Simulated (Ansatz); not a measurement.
Gap of a one-dimensional LiCl body, 2 atoms a period at several levels, all on one geometry.

```
CELL_PARAMETERS angstrom
     11.00000     0.00000     0.00000
      0.00000    11.00000     0.00000
      0.00000     0.00000     4.33951
ATOMIC_POSITIONS crystal
  Li 0.50000 0.50000 0.00000
  Cl 0.50000 0.50000 0.50000
```

Levels: PBE (plane waves to 420 eV, PAW; Ansatz, a first-principles code); r2SCAN (plane waves to 500 eV, PAW; Ansatz); Ansatz with HSE06. Unmarked values and the geometry are of the first. Mesh 1×1×66. No spin polarisation. Periodic along z alone, with about 11 Å of vacuum beside it. A hypothetical model. It keeps the symmetry and period of its start, so it need not be a minimum against all distortions. Pairing along the axis, which can open a gap, is among the distortions not tried. HSE06 ran on a 1×1×4 mesh and at PBE's edge points.

```
level   gap (eV)
------  --------
PBE         5.89
r2SCAN         ?
HSE06       7.06
```

Question: Some entries are withheld; supply them.

Answer: 
- r2SCAN, gap (eV): 6.76
